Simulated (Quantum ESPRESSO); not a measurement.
## Quick settings and what they miss: Mg3Zn (P6_3/mmc, 8 atoms in the cell)

Self-consistent single point.

```
Mg3Zn
1.0
    6.25469     0.00000     0.00000
   -3.12735     5.41672     0.00000
    0.00000     0.00000     4.87797
Mg Zn
6 2
Direct
  0.82907   0.17093   0.25000
  0.17093   0.82907   0.75000
  0.65814   0.82907   0.75000
  0.34186   0.17093   0.25000
  0.82907   0.65814   0.25000
  0.17093   0.34186   0.75000
  0.33333   0.66667   0.25000
  0.66667   0.33333   0.75000
```

Method: PBEsol, PseudoDojo standard norm-conserving (PBESOL) pseudopotentials (plane waves; Quantum ESPRESSO).

Base settings: ecutwfc = 85 Ry; occupations = smearing; smearing = marzari-vanderbilt; degauss = 0.0036749 Ry; potentials = {Mg: Mg.upf, Zn: Zn.upf}; K_POINTS = automatic 4 4 5 0 0 0; conv_thr = 1e-11 Ry; mixing_beta = 0.3.

Tight run (finer mesh or higher cutoff; not a proven limit): ecutwfc: 85 Ry → 119 Ry; conv_thr: 1e-11 Ry → 7.3e-11 Ry; K_POINTS: automatic 4 4 5 0 0 0 → automatic 6 6 7 0 0 0. It gave Fermi level (on the code's own zero) 7.34 eV; pressure -2.36 GPa; largest force (vector length) 0.045 eV/Å.

Quick runs, as changes from the base:
- A: the base itself
- B: ecutwfc: 85 Ry → 42 Ry; K_POINTS: automatic 4 4 5 0 0 0 → automatic 2 2 2 0 0 0
- C: ecutwfc: 85 Ry → 59 Ry; degauss: 0.0036749 Ry → 0.019992 Ry; K_POINTS: automatic 4 4 5 0 0 0 → automatic 4 4 4 0 0 0; potentials: PseudoDojo standard norm-conserving (LDA) [LDA (PW92)]
- D: ecutwfc: 85 Ry → 51 Ry; smearing: marzari-vanderbilt → fermi-dirac; degauss: 0.0036749 Ry → 0.0099958 Ry; conv_thr: 1e-11 Ry → 7.3e-06 Ry; K_POINTS: automatic 4 4 5 0 0 0 → automatic 3 3 3 0 0 0; potentials: PseudoDojo standard norm-conserving (LDA) [LDA (PW92)]
- E: ecutwfc: 85 Ry → 68 Ry; smearing: marzari-vanderbilt → methfessel-paxton; degauss: 0.0036749 Ry → 0.019992 Ry; conv_thr: 1e-11 Ry → 7.3e-06 Ry; K_POINTS: automatic 4 4 5 0 0 0 → automatic 2 2 2 0 0 0

Energies are extrapolated to zero smearing width, which holds to low order in the width alone (under cold and Methfessel-Paxton smearing the free energy itself is taken).

Dashes: time of B, under 30 s; energy of C, D, another energy zero; pressure of D, E, not trusted under this conv_thr with d or f elements.

† marks runs with another functional, U, potentials or spin treatment: their distance from the tight run is not a convergence error alone.

The count of work is k-points × plane waves × bands × iterations; it is no time. Core times come from one kind of shared machine and are given to one figure; runs under 30 s give none.

The starting cell comes from a database of computed structures (which also holds hypothetical and non-ambient phases and stackings), without a prior relaxation at this level. Its lattice was rescaled by a random factor within 2.5 % of one.

```csv
run,energy less tight (meV/atom),pressure less tight (GPa),largest miss in a force vector (eV/Å),count of work / tight,core time / tight (rough)
A,-10.0,0.17,0.009,0.26,0.1
B,17417.0,-553.42,0.104,0.035,–
C†,–,-54.39,0.007,0.15,0.08
D†,–,–,0.050,0.030,0.03
E,101.3,–,0.035,0.031,0.03
```

Among the runs at the tight run's level, the energy misses run from 10.0 to 17417.0 meV/atom.

Left out of this page: 1 run of the series outside the window shown, repeating another row's setting, or not comparable.
